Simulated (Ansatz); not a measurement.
We consider white tin (β-Sn), described by PBE (PAW; Ansatz, a program for electronic structure).

Settings: plane-wave cutoff 520 eV, 20×20×20 k mesh, Fermi–Dirac smearing 0.05 eV, scalar-relativistic PAW data made under PBE.

Energies at three volumes about the minimum:

```csv
V (Å³/atom),E − E_lowest (meV/atom)
27.839,1.75
28.407,0.00
28.976,1.62
```

Q: Fit a parabola by hand: where is the minimum, and what is the bulk modulus?

A: Slopes: (0.00 − 1.75)/(28.407 − 27.839) = -3.081 and (1.62 − 0.00)/(28.976 − 28.407) = 2.847 meV/Å³. Curvature E″ = 2 × (2.847 − (-3.081))/(28.976 − 27.839) = 10.427 meV/Å⁶. From the middle of the first interval, the slope vanishes at V0 = 28.1230 − (-3.081)/10.427 = 28.418 Å³/atom. B = V0 E″ = 28.418 × 10.427 meV/Å³ × 0.1602 GPa per meV/Å³ = 47.5 GPa. The full Birch–Murnaghan fit to all volumes gives V0 = 28.407 Å³/atom and B0 = 47.6 GPa.

Shape and atoms are relaxed at each volume.

Measured, for comparison: bulk modulus 57.0 GPa (temperature not stated, not corrected to a static lattice; as tabulated in Chen et al. (2023), arXiv:2209.05059). Computed less measured: bulk modulus -16 %.
